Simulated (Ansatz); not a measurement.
A periodic model of amorphous Si24O48H2:

```
HO24Si12
1.0
    9.85898     0.47866     0.69147
    0.47866    10.91788    -0.30407
    0.69147    -0.30407    10.98648
Si O H
24 48 2
Direct
  0.13403   0.53276   0.44360
  0.27823   0.05872   0.86664
  0.83125   0.38182   0.43381
  0.50562   0.86857   0.79620
  0.42154   0.59443   0.76950
  0.62504   0.95109   0.24913
  0.96147   0.51171   0.23318
  0.33402   0.06457   0.36493
  0.07917   0.17811   0.99141
  0.43737   0.05712   0.61874
  0.04339   0.75477   0.18201
  0.11944   0.68124   0.89513
  0.09551   0.90677   0.32896
  0.64588   0.39687   0.83971
  0.41824   0.61483   0.49498
  0.88416   0.31892   0.06599
  0.60716   0.72616   0.42874
  0.00475   0.93499   0.83231
  0.68451   0.22029   0.59034
  0.85095   0.62536   0.56822
  0.11378   0.26579   0.46698
  0.73028   0.86321   0.96666
  0.96864   0.05758   0.57749
  0.84124   0.61028   0.84738
  0.09752   0.49906   0.30548
  0.56210   0.58412   0.39599
  0.11326   0.72772   0.04012
  0.26867   0.61261   0.84623
  0.47885   0.03858   0.27519
  0.76698   0.71437   0.95413
  0.51968   0.93774   0.66830
  0.31648   0.10847   0.73283
  0.98943   0.27453   0.92159
  0.54006   0.16086   0.58781
  0.81010   0.11118   0.58347
  0.86995   0.93376   0.93202
  0.82715   0.47963   0.55318
  0.36594   0.93224   0.88550
  0.77323   0.48170   0.85538
  0.00950   0.95368   0.46168
  0.82776   0.66838   0.71412
  0.70479   0.29954   0.46810
  0.28049   0.58932   0.43849
  0.45357   0.76033   0.51529
  0.68143   0.30748   0.71378
  0.09829   0.80477   0.81663
  0.10455   0.03468   0.89504
  0.24917   0.16821   0.97591
  0.50981   0.48933   0.82891
  0.22942   0.97968   0.30511
  0.63325   0.90130   0.86451
  0.65643   0.90652   0.10291
  0.98221   0.98444   0.70165
  0.97274   0.28729   0.40462
  0.14523   0.40353   0.51575
  0.62325   0.82346   0.32322
  0.98473   0.43251   0.10428
  0.00244   0.59188   0.86874
  0.99309   0.90562   0.21702
  0.49410   0.72306   0.77865
  0.61142   0.31534   0.95571
  0.98651   0.18741   0.12237
  0.36156   0.02416   0.50146
  0.73849   0.03665   0.28995
  0.41437   0.55178   0.62628
  0.01245   0.63442   0.51457
  0.92839   0.65976   0.21286
  0.25400   0.20444   0.37912
  0.07402   0.16580   0.57070
  0.82751   0.46584   0.31641
  0.14499   0.75801   0.29186
  0.74438   0.71363   0.49947
  0.83363   0.00686   0.25784
  0.67904   0.31551   0.01656
```

Methods: PBE, scalar-relativistic without spin-orbit coupling (Ansatz, a first-principles code); r2SCAN, scalar-relativistic without spin-orbit coupling (Ansatz); HSE06, scalar-relativistic without spin-orbit coupling (Ansatz). Neutral PBE cell, which sets geometry, pressure and energy: sampling: a 2×2×2 Γ-centred mesh; Fermi-Dirac width 0.02 eV; no spin polarisation. The usual formal charges leave 2 electrons over, so the level spacing at the Fermi energy parts defect or band states and needn't be the band gap. Exact exchange is cut at the faces of this 10 Å cell, which leaves hybrid gaps a finite-size error.

A CHGNet melt-quench gave the starting glass, which DFT then relaxed. O atoms were pushed apart under 1.9 Å during the dynamics, to hinder bonds among them. The hot cell started wider than the set density and was brought back towards it in steps. It is the lowest in DFT energy of 2 quenches. It is a model cell: composition and starting density were chosen by hand, and all elements were melted together. No dispersion term was used. Its density started from a set value of 2.18 and ended at 2.04 g/cm³. Cooling (nominally 800 K/ps over its main leg) ran many orders faster than in experiment, which tends to leave more defects and strain. One small periodic cell is one sample of the glass; other quenches scatter about these values. Volume and shape were free in the relaxation.

Q: Give the pressure, the energy against reference phases and the spacing of the highest filled and lowest empty levels.

A: 
| Item | Value |
|---|---|
| Pressure on a 2×2×2 Γ-centred mesh | 0.01 GPa |
| Largest force and stress component on that mesh (the relaxation ran on the zone centre alone) | 0.04 eV/Å and 0.0 GPa |
| Energy relative to alpha cristobalite + H2 gas (lowest mix at this level among the phases computed, not always the ambient ones) | 0.156 eV/atom |
| Level spacing at the Fermi energy on a 2×2×2 Γ-centred mesh (PBE) | 2.77 eV |
| Level spacing at the Fermi energy at the zone centre (PBE) | 2.83 eV |
| Level spacing at the Fermi energy at the zone centre (r2SCAN) | 3.23 eV |
| Level spacing at the Fermi energy at the zone centre (HSE06) | 3.94 eV |
| Distance between the nearest levels spread over more than a fifth of the atoms or a third of the atoms of their main element (six at least) (PBE, zone centre) | 5.55 eV |

Q: At PBE and the zone centre, how localised are the states just below and above the Fermi level (participation number: the atoms over which a state spreads)?

A: The highest filled state is spread over 3.9 atoms' worth, largest on Si16, with weights by element (charge in smoothed Voronoi cells) Si 0.49, O 0.34, H 0.17. The lowest empty state is spread over 63.3 atoms' worth, largest on O38, with weights by element (charge in smoothed Voronoi cells) O 0.71, Si 0.28, H 0.01.

At PBE the levels at the filled edge of the gap are localised (band-tail or defect states), and the nearest spread-out levels lie 5.5 eV apart at the zone centre.

Neighbours within Si-Si 2.60 Å, Si-O 2.00 Å, Si-H 1.70 Å, O-O 1.58 Å, O-H 1.16 Å, H-H 0.90 Å count as bonded. Two cations that share two anions don't count as bonded, nor two that share one unless they lie closer than Si-Si 2.38 Å.

Added carriers, by PBE, scalar-relativistic without spin-orbit coupling in Ansatz on the zone centre alone. Charged cells keep the cell fixed and stand in a uniform background, with no image correction, at a width of 0.01 eV; where the count is odd the moment is locked at 1 μB, unless the neutral cell bore moments. Each starts from the undistorted neutral geometry alone. PBE's self-interaction favours spread-out carriers, so it can miss traps that a hybrid finds.

Q: What happens at PBE when the cell takes an extra electron and the atoms relax?

A: Relaxation lowers the charged cell by 0.03 eV. The largest moves are Si9 0.03 Å, O33 0.03 Å, O29 0.03 Å, O64 0.03 Å. The level that holds the added charge spreads over 63.2 atoms' worth, most on O38 (weight 0.03): a carrier spread over the cell. No bond crosses its cut-off with a change of over 0.15 Å. Made neutral again at that geometry, the cell lies +0.03 eV from the neutral start.

Q: What happens at PBE when the cell takes a hole and the atoms relax?

A: Relaxation lowers the charged cell by 1.11 eV. The largest moves are H74 1.04 Å, Si16 0.30 Å, O61 0.21 Å, O62 0.21 Å. The level that was emptied spreads over 3.1 atoms' worth, most on Si16 (weight 0.55): a localised (trapped) carrier, which neighbours of that atom can share. No bond crosses its cut-off with a change of over 0.15 Å. Made neutral again at that geometry, the cell lies +1.12 eV from the neutral start.
